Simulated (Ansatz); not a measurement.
Consider Al in the fcc (Cu type) structure (space group Fm-3m, No. 225; a = 3.992 Å; relaxed with 0.1 eV smearing). Axes: x, y, z lie along the cube axes.

The values are results of plane-wave PAW DFT at the r2SCAN level (Ansatz, a quantum-chemistry and plane-wave program, 500 eV), without spin-orbit coupling, earlier PAW set, not measurements.

Strains are applied to the cell and any free atomic positions relax; under biaxial strain the out-of-plane vector relaxes too.

One change was made to it. Results:

| quantity | base | after |
|---|---|---|
| energy relative to the base (free energy F) | 0 meV/atom | +7.3 meV/atom |
| shortest interatomic distance | 2.823 Å | 2.744 Å |

**Question.** Name the change that was made.
A. biaxial strain −4.86 %, plane normal [111], relaxed out of plane
B. uniaxial strain ε_yy = −2.55 %
C. tensor shear ε_xz = +2.81 %
D. isotropic strain −0.62 %
E. uniaxial strain ε_yy = +0.64 %

**Answer.** C, tensor shear ε_xz = +2.81 %. For comparison, the energy relative to the base in the other runs: uniaxial strain ε_yy = +0.64 % gives +0.3 meV/atom; biaxial strain −4.86 %, plane normal [111], relaxed out of plane gives +50 meV/atom; uniaxial strain ε_yy = −2.55 % gives +4.7 meV/atom; isotropic strain −0.62 % gives +1.6 meV/atom.

Whether these cells are dynamically stable was not tested.
